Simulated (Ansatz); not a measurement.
**Pressure series in Ti3GeC2**

The reference is Ti3GeC2 (space group P6_3/mmc, No. 194; a cell from a computed database, its experimental status unchecked).

```yaml
crystal:
  lattice:
    - [3.06492, 0.00000, 0.00000]
    - [-1.53246, 2.65430, 0.00000]
    - [0.00000, 0.00000, 17.69962]
  atoms:
    - { symbol: Ti, position: [0.66667, 0.33333, 0.86729] }
    - { symbol: Ti, position: [0.33333, 0.66667, 0.13271] }
    - { symbol: Ti, position: [0.33333, 0.66667, 0.36729] }
    - { symbol: Ti, position: [0.66667, 0.33333, 0.63271] }
    - { symbol: Ti, position: [0.00000, 0.00000, 0.00000] }
    - { symbol: Ti, position: [0.00000, 0.00000, 0.50000] }
    - { symbol: Ge, position: [0.00000, 0.00000, 0.75000] }
    - { symbol: Ge, position: [0.00000, 0.00000, 0.25000] }
    - { symbol: C, position: [0.66667, 0.33333, 0.42839] }
    - { symbol: C, position: [0.33333, 0.66667, 0.57161] }
    - { symbol: C, position: [0.33333, 0.66667, 0.92839] }
    - { symbol: C, position: [0.66667, 0.33333, 0.07161] }
```

Cell and atoms are relaxed at each pressure.

Computed with Ansatz (an electronic-structure program) PBEsol, spin-orbit coupling left out.

```tsv
P (GPa)	V (Å³/atom)
-2.00	12.130
-1.00	12.064
0.30	11.981
0.69	11.956
1.49	11.908
2.99	11.818
4.99	11.705
7.48	11.571
9.98	11.444
```

### Question
Fit a third-order Birch–Murnaghan equation of state.

### Answer
Least squares on P(V) = (3B₀/2)[(V₀/V)^(7/3) − (V₀/V)^(5/3)]·[1 + (3/4)(B₀′ − 4)((V₀/V)^(2/3) − 1)] gives V₀ = 12.00 Å³/atom, B₀ = 189 GPa and B₀′ = 4.5.

Load acts through the strain it causes; cell and atoms are relaxed under it. Stability against distortions was not tested. Competing high-pressure phases were not computed. The final runs are not spin-polarised.
